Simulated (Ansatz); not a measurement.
The starting structures come from a database of crystals and need not be the phases stable at ambient conditions.

Where the default PAW files enter, the runs use the earlier of Ansatz's two default sets.

The decay constant κ of evanescent states in the gap governs leakage through a thin film.

Given:

```yaml
crystal:
  lattice:
    - [4.16957, 0.00000, 0.00000]
    - [0.00000, 4.16957, 0.00000]
    - [0.00000, 0.00000, 4.17038]
  atoms:
    - { symbol: Ba, position: [0.50000, 0.50000, 0.99642] }
    - { symbol: Hf, position: [0.00000, 0.00000, 0.49788] }
    - { symbol: O, position: [0.00000, 0.50000, 0.49889] }
    - { symbol: O, position: [0.50000, 0.00000, 0.49889] }
    - { symbol: O, position: [0.00000, 0.00000, 0.99794] }
```

Space group of this cell: P4mm. The cell is taken as given; by r2SCAN its mean pressure is 0.9 GPa.

Transport runs along the normal of the first two printed cell vectors, the (001) plane of the conventional cell.

No gap correction and no spin-orbit coupling; mid-gap is the computed energy nearest the middle.

Question: Estimate the band gap and the smallest decay constant κ at mid-gap that r2SCAN run with Ansatz (a first-principles code) returns for this system.

Answer: Gap 4.21 eV on a 8×8×8 mesh; κ = 0.301 1/Å, at the zone centre.
